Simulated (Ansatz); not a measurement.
Consider Ge in the diamond structure (space group Fd-3m, No. 227; a = 5.674 Å).

Level of theory: r2SCAN, PAW, 500 eV (Ansatz, an electronic-structure program; without spin-orbit coupling).

One change was made to it. Results:

The gap character becomes indirect, Γ → Γ–X (81 % along) (base: direct at Γ); the lattice parameter a shrinks by 0.556 Å (5.674 Å → 5.118 Å); the band gap decreases by 0.13 eV (0.36 eV → 0.23 eV).

Task: Name the change that was made.
A) pressure 45 GPa
B) pressure 4.2 GPa
C) pressure 18 GPa

Result: A, pressure 45 GPa. For comparison, the band gap in the other runs: pressure 4.2 GPa gives 0.61 eV; pressure 18 GPa gives 0.53 eV.

Load acts through the strain it causes; cell and atoms are relaxed under it. No phonon test of stability was made. The real Ge has an indirect gap at ambient pressure; r2SCAN orders its close-lying valleys differently. Measured, Ge leaves this structure (for the β-tin structure) near 10.6 GPa (room temperature; as listed in arXiv:1906.07825). The zero or small gap of Ge under pressure 45 GPa can change with the level of theory.
